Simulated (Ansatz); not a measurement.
We consider hexagonal WC, described by RPBE (Ansatz, a quantum-chemistry and plane-wave program, PAW).

Numerical settings: plane-wave cutoff 520 eV, 24×24×20 k mesh (along the axes of the cell as run), Fermi–Dirac smearing 0.05 eV, no spin polarisation, scalar-relativistic PAW data made under PBE.

Equation-of-state points:

| V (Å³/atom) | E − E_lowest (meV/atom) |
|---|---|
| 10.218 | 21.15 |
| 10.431 | 5.10 |
| 10.644 | 0.00 |
| 10.857 | 4.75 |
| 11.070 | 18.37 |

Fit the third-order Birch–Murnaghan equation and give B0 and B′.

V0 = 10.644 Å³/atom, B0 = 370 GPa, B′ = 4.3 (fit to the energies at full precision).

Shape and atoms are relaxed at each volume.

Measured, for comparison: bulk modulus 384 ± 0.8 GPa (room temperature, no zero-point or thermal correction, adiabatic, ultrasonic, our sources range from 377 to 412; as tabulated in Compression behavior of WC and WC-6%Co up to 50 GPa (OSTI 1006718)). Computed (rounded) less measured: bulk modulus -4 % (-2 % to -10 % over the range).

Note: the bulk modulus comes from volumes at which shape and atoms were relaxed.

Spin–orbit coupling is not included.

Static lattice: no zero-point or thermal effects.
